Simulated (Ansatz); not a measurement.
The starting structures come from a database of crystals and need not be the phases stable at ambient conditions.

# Evanescent states of Ca$_{4}$Sb$_{2}$O (I4/mmm, not sure to be the ambient phase, 7 atoms a cell, 25.7 Å³ an atom, -2 GPa at this level) along the normal of (001)

Calculation: PBEsol (plane waves, PAW; Ansatz, a program for electronic structure).

The gap is the functional's own, uncorrected, and κ follows it; spin-orbit coupling is left out. Mid-gap values are interpolated between the computed energies.

Energies count from the valence-band top; κ is the least over a 6×6 mesh across the current.

```json
[
 {"E (eV)": "0.03", "κ (1/Å)": "0.037", "where": "Γ"},
 {"E (eV)": "0.09", "κ (1/Å)": "0.058", "where": "Γ"},
 {"E (eV)": "0.15", "κ (1/Å)": "0.072", "where": "Γ"},
 {"E (eV)": "0.21", "κ (1/Å)": "0.083", "where": "Γ"},
 {"E (eV)": "0.27", "κ (1/Å)": "0.092", "where": "Γ"},
 {"E (eV)": "0.33", "κ (1/Å)": "0.099", "where": "Γ"},
 {"E (eV)": "0.39", "κ (1/Å)": "0.106", "where": "Γ"},
 {"E (eV)": "0.45", "κ (1/Å)": "0.112", "where": "Γ"},
 {"E (eV)": "0.51", "κ (1/Å)": "0.116", "where": "Γ"},
 {"E (eV)": "0.57", "κ (1/Å)": "0.121", "where": "Γ"},
 {"E (eV)": "0.63", "κ (1/Å)": "0.124", "where": "Γ"},
 {"E (eV)": "0.69", "κ (1/Å)": "0.127", "where": "Γ"},
 {"E (eV)": "0.75", "κ (1/Å)": "0.130", "where": "Γ"},
 {"E (eV)": "0.81", "κ (1/Å)": "0.132", "where": "Γ"},
 {"E (eV)": "0.87", "κ (1/Å)": "0.054", "where": "Γ"}
]
```

How thick must the barrier be to attenuate the transmission by 10^8 when the electrodes' Fermi level lies at 0.87 eV, and what attenuation does that film give at 0.69 eV?

d = 8 ln 10 / (2 × 0.054) = 170.6 Å. At 0.69 eV it gives 8 × 0.127/0.054 = 18.8 decades.
